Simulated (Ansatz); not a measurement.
A relaxation of the atoms of SrCuTeF (P4mm, 8 atoms in the cell) with Ansatz (a program for electronic structure).

Method of the run: LDA (PW92), default PAW files made with PBE (plane waves; Ansatz).

The change in words: one atom moved by 0.15 angstrom; relax: default → atoms; relax.f_tol: default → 0.001 eV/Å. Reference geometry:
```yaml
crystal:
  lattice:
    - [4.26354, 0.00000, 0.00000]
    - [0.00000, 4.26354, 0.00000]
    - [0.00000, 0.00000, 9.19388]
  atoms:
    - { symbol: Sr, position: [0.00000, 0.50000, 0.85253] }
    - { symbol: Sr, position: [0.50000, 0.00000, 0.14747] }
    - { symbol: Cu, position: [0.50000, 0.50000, 0.50000] }
    - { symbol: Cu, position: [0.00000, 0.00000, 0.50000] }
    - { symbol: Te, position: [0.00000, 0.50000, 0.32626] }
    - { symbol: Te, position: [0.50000, 0.00000, 0.67374] }
    - { symbol: F, position: [0.50000, 0.50000, 0.00000] }
    - { symbol: F, position: [0.00000, 0.00000, 0.00000] }
```

Reference input (self-consistent single point, DFT, LDA (PW92), plane waves, default PAW files made with PBE): basis.ecutwfc = 420 eV; kpoints.mp_grid.grid = 6 6 3; hamiltonian.xc = lda; hamiltonian.pseudopotentials = {kind: paw} (the program's default PAW files); scf.occupations.method = fermi_dirac; scf.occupations.width = 0.02 eV. This run's input differs from it in these lines:

```diff
@@ -6,3 +6,3 @@
   atoms:
-    - { symbol: Sr, position: [0.00000000, 0.50000000, 0.85253000] }
+    - { symbol: Sr, position: [0.00000000, 0.50000000, 0.86884500] }
     - { symbol: Sr, position: [0.50000000, 0.00000000, 0.14747000] }
@@ -23,2 +23,4 @@
   occupations: { method: fermi_dirac, width: 0.02 }
+relax:
+  f_tol: 0.001
 output:
```

Log, with long lists cut:

```
   [... SCF lines of the steps left out ...]
relax step   1: F+E_penalty+E_count = -35251.79694013 eV  Δ(F+E_penalty+E_count) = +0.000e0 eV  max|allowed force component| = 4.078e-1 eV/Å  Δτ_max = 0.0000 Å  (9 SCF iters, dr2 threshold 1.00e-7 eV, accepted)
relax step   2: F+E_penalty+E_count = -35251.81259509 eV  Δ(F+E_penalty+E_count) = -1.565e-2 eV  max|allowed force component| = 1.923e-1 eV/Å  Δτ_max = 0.1401 Å  (7 SCF iters, dr2 threshold 1.04e-5 eV, accepted)
   [... lines left out ...]
relax step   5: F+E_penalty+E_count = -35251.82664877 eV  Δ(F+E_penalty+E_count) = -2.978e-4 eV  max|allowed force component| = 2.187e-2 eV/Å  Δτ_max = 0.0082 Å  (7 SCF iters, dr2 threshold 8.15e-8 eV, accepted)
relax step   6: F+E_penalty+E_count = -35251.82673758 eV  Δ(F+E_penalty+E_count) = -8.881e-5 eV  max|allowed force component| = 7.971e-4 eV/Å  Δτ_max = 0.0024 Å  (6 SCF iters, dr2 threshold 2.99e-8 eV, accepted)
relax step   7: F+E_penalty+E_count = -35251.82673758 eV  Δ(F+E_penalty+E_count) = -4.540e-9 eV  max|allowed force component| = 7.496e-4 eV/Å  Δτ_max = 0.0000 Å  (4 SCF iters, accepted)
the relaxation is at rest under the 8 symmetry operations that the run kept from its start: a minimum is not shown …
Stability not checked: this state was not tested for a lower state beside it, because too few of the mixer's solves of this state at the end of the SCF gave a …
Free energy (F): -35251.826738 eV
Internal energy: -35251.826738 eV  (E = F + TS)
E sigma→0 (E₀):  -35251.826738 eV
Fermi energy:    10.690181 eV
--- Forces (eV/Å), atoms counted from 1 ---
  atom   1  Sr     0.00000000     0.00000000     0.00075458
  atom   2  Sr     0.00000000     0.00000000    -0.00018965
   [... lines left out ...]
    - { symbol: Cu, position: [0.5, 0.5, 0.5020478491548332] }
    - { symbol: Cu, position: [8.808554653409243e-34, 0.0, 0.5020478491548332] }
    - { symbol: Te, position: [8.808554653409243e-34, 0.5, 0.33199341954259953] }
    - { symbol: Te, position: [0.5, 0.0, 0.6720990158135843] }
    - { symbol: F, position: [0.5, 0.5, 0.0020374469747981264] }
    - { symbol: F, position: [-7.45339239903859e-34, 0.0, 0.0020374469747981264] }
```

The run converged. 

Summary of the result:
Free energy E − TS (on the zero of these files): -35251.8267 eV
Top of the valence band (on the code's own zero): 10.02 eV
Gap on the k-point mesh: 1.31 eV
Pressure: -4.76 GPa
Relaxation steps: 7

The starting cell comes from a database of computed structures (which also holds hypothetical and non-ambient phases and stackings), without a prior relaxation at this level. Its lattice was rescaled by up to half a per cent. For this run, on top of that: one atom moved by 0.15 angstrom. Spin-orbit coupling is off. The relaxation keeps the symmetry of its start, so its end need not be a minimum. Ansatz's pressure includes its estimate of the finite-basis (Pulay) stress.

Cost on one core of a shared machine: roughly 3 min.

Keys are those of Ansatz 0.2.
